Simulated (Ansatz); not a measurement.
System: AlPd (P2₁3, No. 198, 8 atoms in the cell; start mp-7189). Method: r²SCAN (Ansatz, a quantum-chemistry and plane-wave program, PAW).

Run with plane-wave cutoff 560 eV, 12×12×12 k mesh, Fermi–Dirac smearing 0.05 eV, scalar-relativistic PAW data made under PBE.

Cell (relaxed at this level):

AlPd is taken in the cubic space group P2₁3 (No. 198), Pearson symbol cP8. Conventional cell: a = b = c = 4.8643 Å, α = β = γ = 90.00°. Al on 4a sees 7 Pd at 2.554–2.649 Å and 6 Al at 3.008 Å. Pd on 4a sees 7 Al at 2.554–2.649 Å and 6 Pd at 2.995 Å. (Neighbours: up to the widest gap in distance over summed covalent radii, below 1.35, at either atom.)

Problem. Give the computed bulk modulus B0.

Solution. 
- bulk modulus B0 = 166 GPa

The run finds no gap.

Note: the bulk modulus is −V dP/dV from two relaxed cells at ±2 % in volume; the relaxation could not lower the start's symmetry, so the cell can be a saddle point above a distorted one.

The computed numbers hold no vibrational or temperature effects.

Cost on a shared machine: very roughly 11 core-minutes.

A start named mp-… is a Materials Project structure, which need not be a measured phase.
